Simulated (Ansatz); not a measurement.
The reference is Rb₃As (space group P6/mmm, No. 191; a = 6.186 Å, c = 6.768 Å; a hypothetical phase, not in the database extracts checked). Axes: x lies along a and z along c of the hexagonal cell.

Method: plane-wave PAW DFT at the PBEsol level (Ansatz, a quantum-chemistry and plane-wave program, 420 eV), spin-orbit coupling left out.

Strains are applied to the cell and any free atomic positions relax; under stress the whole cell relaxes.

One change was made to it. Results:

The energy goes up by 98 meV/atom; the shortest interatomic distance drops by 0.800 bohr, from 6.395 bohr to 5.595 bohr; the band gap stays zero.

Task: Name the change that was made.
A. tensor shear ε_xz = +1.28 %
B. tensor shear ε_yz = +0.68 %
C. uniaxial stress, 1 GPa compression along z
D. isotropic strain +2.07 %
E. uniaxial stress, 5 GPa compression along z

Result: E, uniaxial stress, 5 GPa compression along z. For comparison, the energy relative to the base in the other runs: isotropic strain +2.07 % gives +5.9 meV/atom; tensor shear ε_xz = +1.28 % gives +0.2 meV/atom; uniaxial stress, 1 GPa compression along z gives +5.7 meV/atom; tensor shear ε_yz = +0.68 % gives +0.1 meV/atom.

Stability under load was not tested beyond the relaxation. All final runs are without spin polarisation. The zero or small gap of Rb3As can change with the level of theory.
